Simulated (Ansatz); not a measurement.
BeS (F-43m), HSE06, rigid bands run with Ansatz (a program for electronic structure): band gap 4.04 eV, N_c = 1.90e19 cm⁻³ and N_v = 8.04e19 cm⁻³ at 300 K, conductivity masses of 0.359 mₑ (electrons) and 0.645 mₑ (holes). Take k_BT = 0.02585 eV.

Task: A film of it is 3 nm thick. Estimate the confinement energies in an infinite well.

Result: ħ²π²/(2m t²) = 0.376 eV·nm²/(m/mₑ × t²) gives 116 meV for electrons and 64.8 meV for holes, so the gap would widen to about 4.22 eV. Finite barriers and nonparabolic bands lower this, and with several valleys or bands the heaviest mass along the normal sets the lowest level, not this average.

Task: What thermal injection velocity √(2k_BT/πm) limits a ballistic channel?

Result: 8.98e6 cm/s for electrons and 6.70e6 cm/s for holes, a ratio of √(m_h/m_e) = 1.34, for dilute carriers.

Task: Find the intrinsic carrier density and the intrinsic Fermi level.

Result: n_i = √(N_c N_v) exp(−E_g/2k_BT) = 3.91e19 × exp(−78.14) = 4.5e-15 cm⁻³. The level lies (k_BT/2) ln(N_v/N_c) = 19 meV from mid-gap (positive towards the conduction band). Each 0.1 eV added to the gap lowers n_i by a factor of 6.9.

Rigid, parabolic bands with the computed gap; masses take one relaxation time for all states. Spin-orbit coupling is left out; where it splits the top of the valence band, N_v and the p-type Seebeck coefficient come out somewhat high without it. Geometry: cell and atoms relaxed with PBEsol.
